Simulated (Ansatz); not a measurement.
Take Mg in the hcp (Mg type) structure (space group P6_3/mmc, No. 194; a = 3.1751 Å, c = 5.1628 Å; relaxed with 0.1 eV smearing) as the base. Axes: x lies along a and z along c of the hexagonal cell.

Method: Kohn–Sham DFT with the PBEsol functional, run in Ansatz (a first-principles code) with PAW and 420 eV plane waves, scalar-relativistic without spin-orbit coupling.

For the base:

The shortest interatomic distance is 316.6 pm and the band gap is zero.

The change: a pure shear with ε_xz = ε_zx = 0.0143, atoms relaxed at fixed cell.

### Question
Estimate the effect on the energy relative to the base.

### Answer
The energy rises by 1.1 meV/atom.

### Question
How does this affect the stress?

### Answer
The stress (xx, yy, zz, yz, xz, xy; compression positive) comes out as (0.0, 0.0, 0.1, 0.0, -0.5, 0.0) GPa.

### Question
What does the calculation give for the shortest interatomic distance after the change?

### Answer
The shortest interatomic distance decreases by 3.7 pm (316.6 pm → 312.9 pm).

### Question
What happens to the band gap?

### Answer
The band gap stays zero.

The cells carry an imposed strain or load. Whether these cells are dynamically stable was not tested.
